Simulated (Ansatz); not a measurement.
System: LiAlH4 (within 0.1 Å of I4₁/a, No. 88, 12 atoms in the cell; start mp-1180547). Method: r²SCAN-D4 (Ansatz, an electronic-structure program, plane waves, PAW).

Numerical settings: plane-wave cutoff 500 eV, 10×10×12 k mesh (along the axes of the cell as run), gaussian smearing 0.02 eV, scalar-relativistic PAW data made under PBE.

Cell (relaxed at this level):

Space group I4₁/a, origin choice 1 (No. 88); a = b = 4.555 Å, c = 10.222 Å, α = β = γ = 90.00°

```json
[
 {"atom": "Li", "site": "4a", "symmetry": "-4..", "x": "0.0000", "y": "0.0000", "z": "0.0000"},
 {"atom": "Al", "site": "4b", "symmetry": "-4..", "x": "0.0000", "y": "0.0000", "z": "0.5000"},
 {"atom": "H", "site": "16f", "symmetry": "1", "x": "0.2474", "y": "0.1738", "z": "0.1673"}
]
```
(The calculation used a cell of 12 atoms; values per cell refer to that cell.)

Q: Predict the band gap.

A: 
* **band gap**: 4.55 eV (on the SCF k mesh)

Note: a distance lies near a switch of the dispersion term, which can move the cell.

The computed numbers hold no vibrational or temperature effects.

A start named mp-… is a Materials Project structure, which need not be a measured phase.
